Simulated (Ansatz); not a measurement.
Band structure of LaZnIn (P6_3/mmc, 6 atoms in the cell).

```yaml
crystal:
  lattice:
    - [4.74429, 0.00000, 0.00000]
    - [-2.37215, 4.10868, 0.00000]
    - [0.00000, 0.00000, 8.00406]
  atoms:
    - { symbol: La, position: [0.00000, 0.00000, 0.00000] }
    - { symbol: La, position: [0.00000, 0.00000, 0.50000] }
    - { symbol: Zn, position: [0.66667, 0.33333, 0.25000] }
    - { symbol: Zn, position: [0.33333, 0.66667, 0.75000] }
    - { symbol: In, position: [0.66667, 0.33333, 0.75000] }
    - { symbol: In, position: [0.33333, 0.66667, 0.25000] }
```

Method: PBEsol, default PAW files made with PBE (plane waves; Ansatz, an electronic-structure program).

Settings: basis.ecutwfc = 30.9 Ry; kpoints.mp_grid.grid = 6 6 3; hamiltonian.xc = pbesol; hamiltonian.pseudopotentials = {kind: paw} (the program's default PAW files); scf.occupations.method = fermi_dirac; scf.occupations.width = 0.01 Ry; kpoints.band_path.npoints = 8.

The starting cell comes from a database of computed structures (which also holds hypothetical and non-ambient phases and stackings), without a prior relaxation at this level.

Levels in eV from the Fermi level, bands 33 to 40:
```csv
point,33,34,35,36,37,38,39,40
Γ,-0.88,-0.05,0.33,0.54,0.54,0.71,0.71,1.25
M,-1.62,-1.23,-0.59,-0.35,-0.33,0.88,1.67,1.71
K,-2.74,-0.66,-0.66,-0.55,1.27,1.39,1.39,1.49
A,-0.32,-0.32,-0.32,-0.32,0.73,0.73,1.16,1.16
L,-1.07,-1.07,-0.13,-0.13,0.19,0.19,1.28,1.28
H,-1.77,-1.77,-0.22,-0.22,0.17,0.17,1.58,1.58
```

Bands cross the Fermi level along this path, so the cell is metallic at this level.

Keys are those of Ansatz 0.2.
